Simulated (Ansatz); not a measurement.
The reference is Cs in the bcc (W type) structure (space group Im-3m, No. 229; a = 6.161 Å; relaxed with 0.1 eV smearing).

Computed with plane-wave PAW DFT at the PBE level (Ansatz, a first-principles code, 420 eV), no SOC.

Strains are applied to the cell and any free atomic positions relax.

One change was made to it. Results:

```tsv
quantity	base	after
energy relative to the base (free energy F)	0 meV/atom	+3.8 meV/atom
pressure	0.0 GPa	-0.1 GPa
```

Q: Name the change that was made.
(A) isotropic strain +0.50 %
(B) isotropic strain +2.50 %
(C) isotropic strain −2.00 %

A: B, isotropic strain +2.50 %. For comparison, the energy relative to the base in the other runs: isotropic strain +0.50 % gives +0.2 meV/atom; isotropic strain −2.00 % gives +2.6 meV/atom.

Whether these cells are dynamically stable was not tested. All final runs are without spin polarisation.
